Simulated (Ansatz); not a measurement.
## A computed series for ZrO2: pressure series

The reference is ZrO2 in the fluorite structure (space group Fm-3m, No. 225; a = 5.1159 Å).

Cell and atoms are relaxed at each pressure.

The values are results of PBE in Ansatz (plane waves to 420 eV, PAW, spin-orbit coupling left out), not measurements.

Notes on the quantities. electron mass: degenerate bands, along [100].

```tsv
case	electron mass	volume per atom
base	0.51, 2.1 mₑ (at Γ)	11.16 Å³
pressure −2 GPa	0.51, 2.1 mₑ (at Γ)	?
pressure −1 GPa	0.51, 2.1 mₑ (at Γ)	11.21 Å³
pressure 0.3 GPa	0.50, 2.1 mₑ (at Γ)	11.14 Å³
pressure 0.7 GPa	0.50, 2.1 mₑ (at Γ)	11.13 Å³
pressure 1.5 GPa	0.50, 2.1 mₑ (at Γ)	11.09 Å³
pressure 3 GPa	0.50, 2.1 mₑ (at Γ)	11.02 Å³
pressure 5 GPa	?	10.93 Å³
pressure 7.5 GPa	0.48, 2.0 mₑ (at Γ)	10.83 Å³
pressure 10 GPa	0.48, 2.0 mₑ (at Γ)	10.73 Å³
```

### Question
What belongs in the blanks?

### Answer

- pressure −2 GPa, volume per atom: 11.25 Å³
- pressure 5 GPa, electron mass: 0.49, 2.1 mₑ (at Γ)

The levels and masses belong to the bands next to the band gap. Load acts through the strain it causes; cell and atoms are relaxed under it. Masses are band curvatures over ±0.01 Å⁻¹ around the edge. No phonon test of stability was made. Competing high-pressure phases were not computed. This is not the structure that ZrO2 has at room temperature and ambient pressure.

Ansatz is a program for electronic structure.
